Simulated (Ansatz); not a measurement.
Br on the 1x1 (10-10) surface of wurtzite ZnO (cut with top plane O + Zn), one in a 2x1 cell, energies for each (34.7 Å²). Energies are against ½ Br2(g), without zero-point or thermal terms; each row is named by its start (#2, #3: further inequivalent places of a kind).

Host crystal: wurtzite ZnO, with a band gap (PBE, scalar-relativistic without spin-orbit coupling).

All values below come from PBE (plane waves to 420 eV, PAW; Ansatz, an electronic-structure program).

Slab: 33 atoms, 9.4 Å thick at the start under the adsorbate (thin: gaps and levels are the slab's own); k 3x4x1, smearing 0.01 eV, dipole-corrected; 16 atoms held, the rest relaxed; each run with such symmetry as its start has; spin-polarised, no spin-orbit, no U, no dispersion correction.

A negative adsorption energy means that the adsorbate is more stable on the surface than in its reference. Starts that drift may end in the same place. Heights count from the host atoms within 0.3 Å of the top one. Moments of ungapped slabs depend on the mesh.

```csv
starting site,E_ads (eV),height (Å),nearest host atom (Å),bonded to,change of the vacuum step (eV),lateral drift (Å),moment (μB)
top O,0.04,2.44,Zn 2.37,Zn,1.03,1.6,1.0
top Zn,0.04,2.43,Zn 2.37,Zn,1.00,0.3,1.0
top Zn #2,-0.17,2.05,Zn 2.52,2 Zn,1.09,2.2,0.7
over O at depth 0.9 Å,-0.17,2.05,Zn 2.52,2 Zn,1.10,0.2,0.7
hollow O-O-Zn-Zn-Zn,-0.17,2.05,Zn 2.52,2 Zn,1.09,1.3,0.7
hollow beside O,0.04,2.44,Zn 2.36,Zn,1.05,1.3,1.0
bridge Zn-Zn (span 3.3 Å),-0.17,2.05,Zn 2.52,2 Zn,1.09,0.6,0.7
bridge Zn-Zn (span 3.3 Å) #2,-0.14,1.95,Zn 2.42,Zn,0.62,0.9,1.0
```
